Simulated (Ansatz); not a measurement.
Question: Name crystals whose hole conductivity mass lies between 1.04 and 1.62 mₑ and whose band gap lies between 2.7 and 4.2 eV, by r2SCAN, rigid bands (Ansatz, an electronic-structure program).

Answer: Many crystals can fit; among those computed here:
- SrO (Fm-3m): 1.39 mₑ, 3.79 eV
- Li$_{2}$S (Fm-3m): 1.17 mₑ, 3.86 eV
- SiS₂ (I-42d): 1.30 mₑ, 3.38 eV
- CaO (Fm-3m): 1.40 mₑ, 4.20 eV

Masses are for dilute carriers at 300 K, harmonic means over directions unless an axis is named. Spin-orbit coupling is left out.

Formula and space group known from diffraction (Crystallography Open Database), not checked to be the room-temperature form: Li2S (Fm-3m), SiS2 (I-42d).
